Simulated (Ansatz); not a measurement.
# Effect of isotropic strain +1.00 % on MoSi2

Start from MoSi2 (space group I4/mmm, No. 139; a = 3.190 Å, c = 7.822 Å; relaxed with 0.1 eV smearing).

Modification: every lattice vector is stretched by 1.00 %; the atoms relax in the strained cell.

Computed with DFT with PBEsol, PAW potentials and a 420 eV plane-wave cutoff in Ansatz (a program for electronic structure), scalar-relativistic without spin-orbit coupling. k-mesh 25×25×25 (Γ-centred); smearing 0.1 eV (Fermi–Dirac).

* **Space group**: I4/mmm (No. 139) (base I4/mmm (No. 139))
* **Shortest interatomic distance**: 2.599 Å (base 2.580 Å)
* **Energy relative to the base (free energy F)**: +7.9 meV/atom
* **Pressure (mean of the normal stresses, compression positive)**: -6.1 GPa (base 0.0 GPa)
* **Band gap**: zero (base zero)

Final structure:

```
MoSi2
1.0
   -1.61099     1.61099     3.95012
    1.61099    -1.61099     3.95012
    1.61099     1.61099    -3.95012
Si Mo
2 1
Direct
  0.66447   0.66447   0.00000
  0.33553   0.33553   0.00000
  0.00000   0.00000   0.00000
```

Cost of the whole job for the changed cell (relaxation, final SCF and bands): about 2.2 core-minutes (a rough figure).

Whether these cells are dynamically stable was not tested. All final runs are without spin polarisation.
